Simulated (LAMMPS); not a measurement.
LAMMPS 22 Jul 2025, classical MD, Born-Mayer-Huggins in the Tosi-Fumi form: NaCl, 110592 atoms.

```
Quantity                                                                                          Result
-----------------------------------------------  -------------------------------------------------------
task                                                                                             MD, nve
potential                                                       Born-Mayer-Huggins in the Tosi-Fumi form
copies of the repeat unit                                                                       24×24×24
shape (slab and sphere leave vacuum in the box)                                                     bulk
temperature                                                                                        900 K
steps                                                                                                200
timestep                                                                                            2 fs
neighbor skin                                                                                        2 Å
neigh_modify                                                                   every 1 delay 0 check yes
thermo                                                                                               100
pair cutoff                                                                                         10 Å
newton                                                                                      on (default)
atom_modify sort (bins of 2 Å where set)                                                  1000 (default)
comm_style                                                                               brick (default)
box                                                                              135.4 × 135.4 × 135.4 Å
start                                              generated rock salt lattice, warmed in an untimed run
compared values                                  energy and forces of the first step, drift over the run
```

Hardware: Arm Neoverse V2, 96 cores on 1 socket, no SMT, 1 L3 cache group.

Wall times, medians of two to five repeats, each run alone on the node (launch to exit). Processes are pinned to neighbouring cores unless said otherwise. The times hold for this build (PyPI wheel: MPICH, OPENMP and OPT packages). Scratch files lie in a memory file system. A preparatory run goes ahead and isn't timed.

All on 64 ranks. Base settings, kept where nothing else is said: kspace_style = pppm, kspace_accuracy = 0.0001, kmod = order 5 diff ik (default). The candidates, on 64 cores each, agree within 1.0 meV/atom in energy, 10 meV/Å in forces on 48 atoms, 0.20 meV an atom in drift of the total energy:
A. kmod = order 3
B. kspace_style = msm, kmod = not set
C. kmod = order 4
D. kspace_accuracy = 1e-05
E. the base settings
F. kspace_accuracy = 1e-05, kmod = order 7 diff ad

**Question.** Pick the fastest of these ways to run it.

**Answer.** E (the base settings), 1.7 s. At the other end B takes 6.0× as long.

```tsv
candidate	wall time	repeats	neighbour list builds
E	1.7 s	3 runs within 2 %	10
C	1.9 s	3 runs within 1 %	10
F	2.5 s	3 runs within 1 %	10
D	2.8 s	3 runs within 1 %	10
A	4.9 s	3 runs within 1 %	10
B	9.9 s	3 runs within 1 %	10
```

From the slowest to the fastest: The k-space grid goes from 64×64×64 to 75×75×75 and Kspace from 7.4 to 0.47 s. What the program resolved moves too: k-space grid from 64 64 64 to 75 75 75.
